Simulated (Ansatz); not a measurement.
## How far PBE and PBEsol part for hypothetical CsCl type GaN, isotropic strain +0.56 %

Start from GaN in the CsCl type structure (space group Pm-3m, No. 221; a = 2.743 Å; a hypothetical phase, not in the database extracts checked; relaxed with 0.1 eV smearing).

(Cell as relaxed with PBE.)

Levels (all Ansatz, a first-principles code, PAW): PBE (420 eV, spin-orbit coupling left out); PBEsol (420 eV, no spin-orbit coupling).

Each level relaxes its own structure.

```csv
base,PBE,PBEsol
volume per atom,10.32 Å³,9.88 Å³
lattice parameter a,5.183 bohr,5.108 bohr
band gap,zero,zero
```

Modification: an isotropic linear strain of +0.56 %; the atoms relax in the strained cell.

| quantity | PBE | PBEsol |
|---|---|---|
| energy relative to the base (free energy F) | +1.3 meV/atom | ___ |
| pressure | -2.4 GPa | ___ |
| band gap | zero | ___ |

Problem. Given the PBE results, estimate those of PBEsol.

Solution. 
- energy relative to the base (free energy F), PBEsol: +1.4 meV/atom
- pressure, PBEsol: -2.7 GPa
- band gap, PBEsol: zero

PBE's pressure lies 0.3 GPa above PBEsol's; the two agree on the band gap. Neither level is exact; PBEsol is the comparison here, not a measurement.

Stability against distortions was not tested. The final runs are not spin-polarised.
